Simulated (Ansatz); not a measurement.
# AgCl under a change: Cl → P

Consider AgCl in the rock salt structure (space group Fm-3m, No. 225; a = 5.5450 Å).

It is then changed as follows: full substitution Cl → P, then cell and atoms are relaxed.

Computed with r2SCAN (Ansatz, an electronic-structure program), spin-orbit coupling left out. Γ-centred 15×15×15 mesh, Fermi–Dirac width 0.05 eV, for the changed cell.

Volume per atom: 17.73 Å³ (base 21.31 Å³)
Density: 6.50 g/cm³ (base 5.58 g/cm³)
Lattice parameter a: 5.215 Å (base 5.545 Å)
Band gap: zero (base 1.48 eV)

Cost of the whole job for the changed cell (relaxation, final SCF and bands): about 40 core-seconds (a rough figure).

Stability against distortions was not tested. As relaxed here, AgP is a hypothetical phase, not in the database extracts checked. The final runs are not spin-polarised.
